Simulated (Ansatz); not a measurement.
# Worked example: self-consistent single point of LaP (I4mm, 2 atoms in the cell) in Ansatz

Method of the run: LDA (PW92), default PAW files made with PBE (plane waves; Ansatz, a program for electronic structure).

Input:

Ansatz 0.2 input:
```yaml
crystal:
  lattice:
    - [0.000000, 3.024150, 3.024150]
    - [3.024150, 0.000000, 3.024150]
    - [3.024150, 3.024150, 0.000000]
  atoms:
    - { symbol: La, position: [0.008267, 0.008267, -0.008267] }
    - { symbol: P, position: [0.500000, 0.500000, 0.500000] }
basis:
  ecutwfc: 420.0 eV
kpoints:
  mp_grid: { grid: [9, 9, 9] }
hamiltonian:
  xc: lda
  pseudopotentials: { kind: paw }
scf:
  occupations: { method: fermi_dirac, width: 0.1 eV }
output:
  forces: true
  eigenvalues: true
  stress: true
```

The program printed (abridged):

```
WARN ansatz: RAYON_NUM_THREADS=1 ignored (pool sized by the plan → 1); use --threads N
Pseudopotentials: kind: paw
Pseudopotential: La, paw, valence charge 11
Pseudopotential: P, paw, valence charge 5
Crystal: 2 atoms, lattice volume = 55.315 Å³
Basis set: ecut = 420 eV, 1067 PW (Γ)
Bands: 12, of which v1, the nominal top of the filled ones, is band 8 counted from 1 (7 counted from 0)
Symmetry: 8 space group operations
Space group: I4mm (ITA 107), of the structure as read, at distance tolerance 3.8e-5 Å
k-points: 75 of 729 (time reversal used)
PAW frozen core: La, regenerated for the run's functional, and the local potential with it
PAW frozen core: P, regenerated for the run's functional, and the local potential with it
Initial density: superposition of atomic densities (neutral atoms: chi_scale 0, normalization atom), corrected by the library's trained network
Initial wavefunctions: pseudopotential atomic-orbital guess
Eigensolver: davidson
Functional: x = slater, c = lda
SCF iter   1: F=—  HF=-6805.176203 eV  |F-HF|=—  |Δ(HF+E_count)|=         —  Δρ=4.29e-3  dr2=9.02e-3  ethr=1.77e-3  ⟨swp⟩=4.6  Hψ=4697  notcnv=0
all-band conjugate gradients solve this SCF's bands
preconditioner: auto → Kerker (q_TF=auto, 2.219 Å⁻¹)
SCF iter   2: F=—  HF=-6805.173537 eV  |F-HF|=—  |Δ(HF+E_count)|=   2.67e-3  Δρ=2.28e-3  dr2=2.20e-3  ethr=5.64e-5  ⟨swp⟩=2.2  Hψ=2414  notcnv=0
SCF iter   3: F=—  HF=-6805.173153 eV  |F-HF|=—  |Δ(HF+E_count)|=   3.84e-4  Δρ=4.55e-4  dr2=1.21e-4  ethr=1.37e-5  ⟨swp⟩=2.6  Hψ=1288  notcnv=0
SCF iter   4: F=—  HF=-6805.173138 eV  |F-HF|=—  |Δ(HF+E_count)|=   1.52e-5  Δρ=7.25e-5  dr2=2.76e-6  ethr=7.57e-7  ⟨swp⟩=2.4  Hψ=1389  notcnv=0
SCF iter   5: F=—  HF=-6805.173139 eV  |F-HF|=—  |Δ(HF+E_count)|=   1.19e-6  Δρ=2.14e-5  dr2=3.50e-7  ethr=1.72e-8  ⟨swp⟩=2.7  Hψ=1512  notcnv=0
SCF iter   6: F=-6805.173139 eV  HF=-6805.173139 eV  |F-HF|=3.02e-9  |Δ(HF+E_count)|=   5.95e-8  Δρ=5.62e-6  dr2=2.65e-8  ethr=6.25e-10  ⟨swp⟩=8.0  Hψ=5011  notcnv=0
SCF 1 converged in 6 iterations: F = -6805.173139 eV  dr2 = 2.65e-8
SCF converged after 6 iterations
Free energy (F): -6805.173139 eV
Harris-Foulkes:  -6805.173139 eV  (|F-HF|=3.02e-9)
Internal energy: -6805.164313 eV  (E = F + TS)
E sigma→0 (E₀):  -6805.168726 eV
Entropy (-TS):   -0.008826 eV (-4.413 meV/atom)
Fermi energy:    8.692419 eV
--- Per-component energies (eV) ---
  E_band       = -43.599524
  E_kinetic    = 260.886385
  E_local      = -401.150326  (includes V_loc(G=0)·N_el)
  E_nonlocal   = 134.922443
  E_hartree    = 122.761856
  E_xc         = -199.270425
  E_vxc        = -207.913604  (∫ρ·V_xc dr)
  E_paw        = -5784.303280  (= ΣΔE_a)
  E_vpaw       = -75.870451  (= ΣTr[D̂ρ^β])
  E_aug_tail   = 0.000003  (compensation charges beyond the density's cutoff)
  E_ewald      = -939.451037
  E_core_change = 0.440068  (= ΣΔE_core)
  E_smearing   = -0.008826  (= −TS)
  E_closure    = -0.000000  (closes the sum)
  Σ components = -6805.173139   (vs F -6805.173139, Δ=0.00e0)
--- Forces (eV/Å), atoms counted from 1 ---
  atom   1  La     0.00000000    -0.00000000    -0.11273581
  atom   2  P     -0.00000000     0.00000000     0.11273763
  max |Σ_I F_I| component: 1.82e-6 eV/Å
--- Stress (GPa, compression-positive) ---
       -4.055464       0.000000       0.000000
        0.000000      -4.055464       0.000000
        0.000000      -0.000000      -3.863101
  P = ⅓ Tr σ = -3.9913 GPa (-39.913 kbar)
  The stress holds the Pulay correction. Without it, at fixed plane waves, as pw.x and ABINIT print it: P = -4.0102 GPa
--- Band table (eV; the first three rows and the last of 75) ---
  k-point 0: bands = ["-23.2148", "-6.6826", "-6.6808", "-6.6808", "-0.5250", "8.6792", "8.6792", "8.6803", "10.3252", "10.3326", "10.3326", "11.0693"]
  k-point 1: bands = ["-23.2095", "-6.7696", "-6.6879", "-6.6868", "-0.3622", "8.1148", "8.3403", "8.3535", "10.3088", "10.4842", "10.4865", "11.2342"]
  k-point 2: bands = ["-23.1959", "-6.9788", "-6.7030", "-6.7019", "0.0523", "7.0969", "7.7404", "7.7467", "10.3730", "10.8262", "10.8272", "11.4175"]
  k-point 74: bands = ["-23.1546", "-7.1538", "-6.9141", "-6.8628", "-0.0497", "7.6896", "7.8719", "8.2688", "9.0275", "11.3153", "11.3434", "11.4272"]
```

The run converged in 6 iterations.

The starting cell comes from a database of computed structures (which also holds hypothetical and non-ambient phases and stackings), without a prior relaxation at this level. Its lattice was rescaled by up to half a per cent. One atom was moved a little off its site on purpose. With a pressure of about -4 GPa the cell is away from its equilibrium volume at this level. Ansatz's pressure includes its estimate of the finite-basis (Pulay) stress.
